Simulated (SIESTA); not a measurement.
A self-consistent single point of a (001) slab of TiCd (cut from a parent of space group no. 129; 4 atoms in the cell) with SIESTA

Computed with SIESTA 5.4.2 with GGA PBEsol, numerical atomic orbitals DZP, PseudoDojo PBEsol standard norm-conserving potentials (rewritten from UPF to PSML).

Input:

```
# files in the folder: Ti.psml Cd.psml (PseudoDojo PBEsol standard)
SystemName  CdTi
SystemLabel CdTi

NumberOfAtoms                4
NumberOfSpecies              2
%block ChemicalSpeciesLabel
  1 22 Ti
  2 48 Cd
%endblock ChemicalSpeciesLabel
LatticeConstant              1.0 Ang
%block LatticeVectors
     2.902540000    0.000000000    0.000000000
     0.000000000    2.902540000    0.000000000
     0.000000000    0.000000000   20.643512000
%endblock LatticeVectors
AtomicCoordinatesFormat      Bohr
%block AtomicCoordinatesAndAtomicSpecies
     0.000000000    2.742502833   17.644018985  1
     2.742502833    0.000000000   21.366799009  1
     0.000000000    2.742502833   25.782485025  2
     2.742502833    0.000000000   13.228098905  2
%endblock AtomicCoordinatesAndAtomicSpecies

XC.functional                GGA
XC.authors                   PBEsol
PAO.BasisSize                DZP
PAO.EnergyShift              0.01 Ry
MeshCutoff                   300 Ry
%block kgrid.MonkhorstPack
    8   0   0  0.0
    0   8   0  0.0
    0   0   1  0.0
%endblock kgrid.MonkhorstPack
OccupationFunction           FD
ElectronicTemperature        1160.45 K

MaxSCFIterations             150
SCF.Mixer.Method             Broyden
SCF.Mixer.Weight             0.1
SCF.Mixer.History            8
SCF.DM.Tolerance             1.0E-04
Diag.ParallelOverK           true
WriteForces                  true
Charge.Mulliken              end
```

Log, with long lists cut:

```
reinit: Reading from file input.fdf

reinit: System Name: CdTi
reinit: System Label: CdTi

coor:   Atomic-coordinates input format  =     Cartesian coordinates
coor:                                            (in Bohr units)

siesta: Atomic coordinates (Bohr) and species
siesta:      0.00000   2.74250  17.64402  1        1
siesta:      2.74250   0.00000  21.36680  1        2
siesta:      0.00000   2.74250  25.78249  2        3
siesta:      2.74250   0.00000  13.22810  2        4

siesta: System type = slab

initatomlists: Number of atoms, orbitals, and projectors:      4    76    72

siesta: ******************** Simulation parameters ****************************
redata: Spin configuration                          = none
redata: Time-Reversal Symmetry                      = T
redata: Number of Atomic Species                    =        2
redata: Mesh Cutoff                                 =   300.0000 Ry
redata: Net charge of the system                    =     0.0000 |e|
redata: Min. number of SCF Iter                     =        0
redata: Max. number of SCF Iter                     =      150
redata: SCF convergence failure will abort job
redata: SCF mix quantity                            = Hamiltonian
redata: Mix DM or H after convergence               =   F
redata: Recompute H after scf cycle                 =   F
redata: Mix DM in first SCF step                    =   T
redata: No kicks to SCF
redata: DM Mixing Weight for Kicks                  =     0.5000
redata: Require Harris convergence for SCF          =   F
redata: Harris energy tolerance for SCF             =     0.000100 eV
redata: Require DM convergence for SCF              =   T
redata: DM tolerance for SCF                        =     0.000100
redata: Require EDM convergence for SCF             =   F
redata: EDM tolerance for SCF                       =     0.001000 eV
redata: Require H convergence for SCF               =   T
   [... lines left out ...]
diag: Parallel distribution                         =     1 x     1
diag: Used triangular part                          = Lower
diag: Absolute tolerance                            =  0.100E-15
diag: Orthogonalization factor                      =  0.100E-05
diag: Memory factor                                 =  1.0000

superc: Internal auxiliary supercell:     7 x     7 x     1  =      49
superc: Number of atoms, orbitals, and projectors:    196   3724   3528

                        Single-point calculation

superc: Internal auxiliary supercell:     7 x     7 x     1  =      49
superc: Number of atoms, orbitals, and projectors:    196   3724   3528

outcell: Unit cell vectors (Ang):
        2.902540    0.000000    0.000000
        0.000000    2.902540    0.000000
        0.000000    0.000000   20.643512

outcell: Cell vector modules (Ang)   :    2.902540    2.902540   20.643512
outcell: Cell angles (23,13,12) (deg):     90.0000     90.0000     90.0000
outcell: Cell volume (Ang**3)        :    173.9162
new_DM -- step:     1
Initializing Density Matrix...

Attempting to read DM from file... Failed...
DM filled with atomic data:

InitMesh: MESH = 32 x 32 x 216 = 221184
InitMesh: Mesh cutoff (required, used) =   300.000   302.581 Ry

stepf: Fermi-Dirac step function
        iscf     Eharris(eV)        E_KS(eV)     FreeEng(eV)     dDmax    Ef(eV) dHmax(eV)
   scf:    1   -12647.356532   -12725.987011   -12726.155489  0.724378 -3.387105 27.556074
   scf:    2   -12728.825546   -12749.307015   -12749.404782  0.507343 -1.765768 18.881569
   scf:    3   -12756.425634   -12754.057012   -12754.197351  0.191156 -2.401068  8.215170
   scf:    4   -12754.439609   -12755.917537   -12756.103790  0.268249 -3.606113  6.780141
   scf:    5   -12756.512182   -12757.002093   -12757.162074  0.101223 -3.266053  2.131462
   scf:    6   -12757.010094   -12757.007790   -12757.168118  0.004518 -3.274172  1.972053
   [... 3 lines left out ...]
   scf:   10   -12757.076690   -12757.075356   -12757.242392  0.013997 -3.427059  0.108957
   scf:   11   -12757.075012   -12757.075256   -12757.242566  0.000711 -3.436455  0.013075
   scf:   12   -12757.075111   -12757.075186   -12757.242578  0.000185 -3.440735  0.004860
   scf:   13   -12757.075143   -12757.075165   -12757.242582  0.000284 -3.445015  0.000920
   scf:   14   -12757.075155   -12757.075160   -12757.242582  0.000019 -3.445466  0.000550
SCF Convergence by DM+H criterion
max |DM_out - DM_in|         :     0.0000194571
max |H_out - H_in|      (eV) :     0.0005498075
SCF cycle converged after 14 iterations

Using DM_out to compute the final energy and forces

siesta: E_KS(eV) =           -12757.0752

siesta: E_KS - E_eggbox =    -12757.0752

siesta: Atomic forces (eV/Ang):
     1   -0.000000   -0.000000    0.112323
     2   -0.000000    0.000000   -0.112622
     3   -0.000000   -0.000000   -0.464640
     4   -0.000000   -0.000000    0.464853
   Tot   -0.000000   -0.000000   -0.000086
   Max    0.464853
   Res    0.195209    sqrt( Sum f_i^2 / 3N )
   Max    0.464853    constrained

Stress tensor Voigt[x,y,z,yz,xz,xy] (kbar):       35.55       35.55       30.15        0.00        0.00       -0.00
(Free)E + p*V (eV/cell)   -12760.9059
Target enthalpy (eV/cell)   -12757.2426

siesta: Program's energy decomposition (eV):
siesta: Ebs     =     -2214.024717
siesta: Eions   =     18473.538315
siesta: Ena     =      2514.381205
siesta: Ekin    =      4620.776428
siesta: Enl     =       235.370073
siesta: Eso     =         0.000000
siesta: Edftu   =         0.000000
siesta: DEna    =       120.509430
siesta: DUscf   =         3.111988
siesta: DUext   =         0.000000
siesta: Ex      =     -1664.685798
siesta: Ec      =      -113.000171
siesta: Exc     =     -1777.685969
siesta: Eharris =    -12757.075155
siesta: Etot    =    -12757.075160
siesta: FreeEng =    -12757.242582

siesta: Atomic forces (eV/Ang):
siesta:      1   -0.000000   -0.000000    0.112323
siesta:      2   -0.000000    0.000000   -0.112622
siesta:      3   -0.000000   -0.000000   -0.464640
siesta:      4   -0.000000   -0.000000    0.464853
siesta: ----------------------------------------
siesta:    Tot   -0.000000   -0.000000   -0.000086

siesta: Stress tensor (static) (eV/Ang**3):
siesta:     0.022186   -0.000000    0.000000
siesta:    -0.000000    0.022186    0.000000
siesta:     0.000000    0.000000    0.018821

siesta: Cell volume =        173.916189 Ang**3

siesta: Pressure (static):
siesta:                Solid            Molecule  Units
   [... lines left out ...]
siesta:         -33.74803424        -23.58646083  kBar
   [... lines left out ...]
               3dz2    3dxz    3dx2-y2
   1 12.030   1.938   0.606   0.026   1.992   2.002   1.992   0.328   0.277
              0.328   0.492   0.584   0.515   0.584   0.646  -0.058  -0.050

             -0.055  -0.050  -0.064
   2 12.030   1.938   0.606   0.026   1.992   2.002   1.992   0.328   0.277
              0.328   0.492   0.584   0.515   0.584   0.646  -0.058  -0.050

             -0.055  -0.050  -0.064

Species: Cd
Atom  Qatom  Qorb
               4s      5s      5s      4py     4pz     4px     5py     5pz
               5px     4dxy    4dyz    4dz2    4dxz    4dx2-y2 4dxy    4dyz
               4dz2    4dxz    4dx2-y2
   3 19.970   2.002   1.278  -0.159   2.008   2.005   2.008   0.365   0.303
              0.365   1.935   1.915   1.908   1.915   1.894   0.036   0.043

              0.057   0.043   0.049
   4 19.970   2.002   1.278  -0.159   2.008   2.005   2.008   0.365   0.303
              0.365   1.935   1.915   1.908   1.915   1.894   0.036   0.043

              0.057   0.043   0.049

mulliken: Qtot =       64.000

Mulliken Atomic Populations:
Atom #   charge [q] valence [e]  Species
     1    -0.029810   12.029810  Ti
     2    -0.029814   12.029814  Ti
     3     0.029817   19.970183  Cd
     4     0.029807   19.970193  Cd
 Total    -0.000000

siesta: Electric dipole (a.u.)  =    0.000000   -0.000000    0.000012
siesta: Electric dipole (Debye) =    0.000000   -0.000000    0.000029
```

The run converged in 14 iterations.

The starting cell comes from a database of computed structures (which also holds hypothetical and non-ambient phases and stackings), without a prior relaxation at this level. The slab is cut from that crystal, and its faces are unrelaxed. Its lattice was rescaled by up to half a per cent. Spin polarisation is off. Values carry the incompleteness of an atom-centred basis.
